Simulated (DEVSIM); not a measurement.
System: abrupt Ge n-p junction, at 350 K.

```csv
layer (left to right),material,thickness (μm),Nd (cm⁻³),Na (cm⁻³),τn (s),τp (s)
1,Ge,0.240,2.1e15,-,0.00094,0.00094
2,Ge,47.0,-,1.6e14,0.00094,0.00094
```

Left contact: ohmic. Right contact: ohmic. Voltage is applied to the left contact. Recombination: SRH at mid-gap. Mobility is μmin + (μ − μmin)/(1 + (N/Nref)^α).

Constants are typed, rounded textbook-type inputs, not results; the design itself was drawn at random and stands for no fabricated device. Values at 300 K; Nc and Nv go as T^1.5, mobilities as T to minus their exponent, the gap by Varshni's rule with the affinity fixed.

| parameter | Ge |
|---|---|
| gap (eV) | 0.664 |
| affinity (eV) | 4 |
| permittivity | 16 |
| Nc (cm⁻³) | 1.04e19 |
| Nv (cm⁻³) | 6e18 |
| μn (cm²/Vs) | 3900 |
| μp (cm²/Vs) | 1900 |
| μn,min | 150 |
| μp,min | 100 |
| Nref,n | 2.6e17 |
| Nref,p | 4e17 |
| αn | 0.56 |
| αp | 0.6 |
| T exponent of μn | 1.66 |
| T exponent of μp | 2.33 |
| Varshni α (eV/K) | 0.000477 |
| Varshni β (K) | 235 |

Simulated with DEVSIM: 1D drift-diffusion, Boltzmann statistics, complete ionisation; no tunnelling, impact ionisation, image-force lowering or self-heating.

Tabulate band edges, carrier densities and field at zero bias.

Energies count from the Fermi level of the right contact; mesh points crowd at the junctions.

```tsv
x (μm)	Ec (eV)	Ev (eV)	n (cm⁻³)	p (cm⁻³)	field (V/cm)
0.000	0.263	-0.381	2.1e15	2.5e13	620
0.02585	0.265	-0.380	2.0e15	2.6e13	640
0.07374	0.268	-0.376	1.8e15	2.9e13	750
0.1505	0.275	-0.369	1.4e15	3.7e13	1200
0.2188	0.286	-0.359	1.0e15	5.2e13	1900
0.2420	0.291	-0.354	8.6e14	6.1e13	2200
0.2725	0.297	-0.347	7.0e14	7.5e13	1900
0.3728	0.312	-0.332	4.2e14	1.2e14	1200
0.5563	0.327	-0.317	2.5e14	2.1e14	560
0.9545	0.338	-0.306	1.8e14	3.0e14	110
1.819	0.341	-0.304	1.6e14	3.2e14	≈ 0
4.843	0.341	-0.304	1.6e14	3.2e14	≈ 0
10.26	0.341	-0.304	1.6e14	3.2e14	≈ 0
22.01	0.341	-0.304	1.6e14	3.2e14	≈ 0
38.06	0.341	-0.304	1.6e14	3.2e14	≈ 0
43.02	0.341	-0.304	1.6e14	3.2e14	≈ 0
45.31	0.341	-0.304	1.6e14	3.2e14	≈ 0
46.36	0.341	-0.304	1.6e14	3.2e14	≈ 0
46.95	0.341	-0.304	1.6e14	3.2e14	≈ 0
47.12	0.341	-0.304	1.6e14	3.2e14	≈ 0
47.20	0.341	-0.304	1.6e14	3.2e14	≈ 0
47.24	0.341	-0.304	1.6e14	3.2e14	≈ 0
```
